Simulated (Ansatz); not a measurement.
The parent structure is InP in the zinc blende structure (space group F-43m, No. 216; a = 5.8269 Å).

The values are results of Ansatz (an electronic-structure program), LDA, PAW, cutoff 420 eV, scalar-relativistic without spin-orbit coupling, not measurements.

Strains are applied to the cell and any free atomic positions relax.

One change was made to it. Results:

```csv
quantity,base,after
width of the top valence band,3.05 eV,3.35 eV
band gap,0.58 eV,0.90 eV
```

Task: Which change produced these results?
A. isotropic strain +2.50 %
B. isotropic strain −3.00 %
C. isotropic strain −2.00 %
D. isotropic strain +1.50 %

Result: C, isotropic strain −2.00 %. For comparison, the band gap in the other runs: isotropic strain +1.50 % gives 0.33 eV; isotropic strain +2.50 % gives 0.18 eV; isotropic strain −3.00 % gives 1.07 eV.

Stability against distortions was not tested. A zero or small gap of InP under isotropic strain +2.50 % can be the functional's error rather than a property of the material.
